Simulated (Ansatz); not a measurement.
## Ca: x(Sc) = 0.5, 2 atoms, P4/mmm

Consider Ca in the fcc (Cu type) structure (space group Fm-3m, No. 225; a = 5.568 Å).

The other end (x = 1) is Sc in the fcc (Cu type) structure (space group Fm-3m, No. 225; a model cell): 25.11 Å³/atom, gap zero; this end may not be an ambient phase.

It is then changed as follows: a fraction x = 0.5 of the Ca sites is given to Sc, ordered in a cell of 2 atoms (starting symmetry P4/mmm) and fully relaxed.

Calculations: r2SCAN, PAW, 500 eV (Ansatz, a program for electronic structure; spin-orbit coupling left out). Γ-centred 14×14×9 mesh, Fermi–Dirac width 0.05 eV, for the changed cell.

The volume per atom falls by 10.87 Å³ to 32.30 Å³ and the density goes up by 0.644 g/cm³, from 1.54 g/cm³ to 2.19 g/cm³. The shortest interatomic distance decreases by 0.935 bohr, from 7.441 bohr to 6.506 bohr and the band gap stays zero. The mixing energy comes out as +0.28 eV/atom (to 0.01 eV only: unlike meshes or grids).

Final structure:

```yaml
crystal:
  lattice:
    - [3.44258, 0.00000, 0.00000]
    - [0.00000, 3.44258, 0.00000]
    - [0.00000, 0.00000, 5.45067]
  atoms:
    - { symbol: Ca, position: [0.00000, 0.00000, 0.00000] }
    - { symbol: Sc, position: [0.50000, 0.50000, 0.50000] }
```

These are small ordered cells, not random alloys; other orderings at the same x differ. Whether these cells are dynamically stable was not tested. The final runs are not spin-polarised. An odd electron count without spin: CaSc. CaSc has a high density of states at the Fermi level and may be magnetic at this level. This is not the structure that Sc has at room temperature and ambient pressure.
